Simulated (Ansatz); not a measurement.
Start from LiNbO3 (space group R3c, No. 161; a = 5.067 Å, c = 13.687 Å (hexagonal axes)).

Calculations: plane-wave PAW DFT at the LDA level (Ansatz, an electronic-structure program, 420 eV), scalar-relativistic without spin-orbit coupling.

Base values:

```
Quantity                 Result
-------------------  ----------
Lattice parameter a  9.576 bohr
c/a ratio                 2.701
```

Now apply this change: a negative pressure, −2 GPa.

Problem. What happens to the lattice parameter a and c/a ratio?

Solution. The lattice parameter a goes up by 0.058 bohr, from 9.576 bohr to 9.634 bohr; the c/a ratio decreases by 0.005, from 2.701 to 2.696.

Load acts through the strain it causes; cell and atoms are relaxed under it. Stability against distortions was not tested.
